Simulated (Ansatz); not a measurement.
Take K2Se in the anti-fluorite structure (space group Fm-3m, No. 225; a = 7.610 Å) as the base. Axes: x, y, z lie along the cube axes.

Now apply this change: uniaxial strain ε_zz = +3.00 %, all other strain components held at zero; the atoms relax in the strained cell.

All numbers come from DFT with PBEsol, PAW potentials and a 420 eV plane-wave cutoff in Ansatz (an electronic-structure program), without spin-orbit coupling.

Give the band edges at the high-symmetry points of the new zone, measured from its valence-band maximum.


```csv
point,valence edge (eV),conduction edge (eV)
Γ,-0.15,2.02
X,-0.04,3.28
P,-0.07,3.48
N,-0.04,4.40
M,0.00,3.22
S,0.00,3.54
S₀,0.00,3.54
R,-0.04,3.52
G,-0.04,3.52
```

The gap is 2.02 eV, indirect, M → Γ.

Stability against distortions was not tested. k-point labels follow each cell's own Brillouin zone.
